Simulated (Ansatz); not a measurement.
**What Ge → Re does to ZnCu2GeS4**

Consider ZnCu$_{2}$GeS$_{4}$ (space group I-4, No. 82; a = 5.2666 Å, c = 10.4851 Å).

The change: full substitution Ge → Re, then cell and atoms are relaxed.

Computed with PBEsol (Ansatz, a program for electronic structure), without spin-orbit coupling. k-mesh 13×13×13 (Γ-centred); smearing 0.05 eV (Fermi–Dirac), for the changed cell.

| quantity | base | changed | shift |
|---|---|---|---|
| volume per atom | 18.18 Å³ | 17.97 Å³ | -0.21 Å³ |
| density | 4.49 g/cm³ | 5.86 g/cm³ | +1.364 g/cm³ |
| c/a ratio | 1.991 | 1.990 | -0.001 |
| space group | I-4 (No. 82) | I-4 (No. 82) | – |
| band gap | 0.60 eV | zero | – |

Whether these cells are dynamically stable was not tested. As relaxed here, ZnCu2ReS4 is a hypothetical phase, not in the database extracts checked. All final runs are without spin polarisation. An odd electron count without spin: ZnCu2ReS4. ZnCu2ReS4 has a high density of states at the Fermi level and may be magnetic at this level.
